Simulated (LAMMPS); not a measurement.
MD from the crystal across the composition of CeO2 (fluorite) with a share x of Ce sites Gd; each row has its own temperature.

Model: classical MD, Buckingham potential of Lewis and Catlow, J. Phys. C 18, 1149 (1985), first set, used with rigid ions (no shells), PPPM sums, short-range terms cut at 10 Å, modified for these runs by an r^-4 repulsive force inside the short-range force's maximum; code LAMMPS.

```tsv
x	volume	state	enthalpy	self-diffusion coefficient of O (not corrected for cell size)	T (K)
0.08	14.690 ± 0.004 Å³/atom	superionic: O diffuses in a host lattice that stays in place	-33.024 ± 0.001 eV/atom	(4.8 ± 0.5) × 10^-6 cm²/s	2500
0.16	14.650 ± 0.005 Å³/atom	superionic: O diffuses in a host lattice that stays in place	-32.643 ± 0.002 eV/atom	(4.4 ± 0.2) × 10^-6 cm²/s	2000
0.3	15.159 ± 0.002 Å³/atom	superionic: O diffuses in a host lattice that stays in place	-31.5294 ± 0.0010 eV/atom	(7.4 ± 0.4) × 10^-6 cm²/s	2500
```

Caution: the potential ionic pair potential lewis1985a is fitted to static crystal properties with a polarisable anion, which is rigid here.

Caution: the random arrangement on this lattice is imposed, and need not be a phase that exists in equilibrium.

Caution: a run this short can hold a crystal over, or a liquid under, the potential's own melting point, which these runs don't give.

States go by the mean squared displacement: a species diffuses where it passes 1.5 Å², still rises and gives D over 1e-6 cm²/s; a crystal has left its structure where atoms lie 0.35 Å off their sites on average or a cubic box changes its shape by 3 %, or the axial ratios of another lie 8 % off the starting cell's, which the potential's own relaxation can also do.

Errors of D are the spread over four groups of atoms in one short run; a floor of about 5 %, a picked value, is safer.

Uncertainties are statistical and leave out the potential's own error.
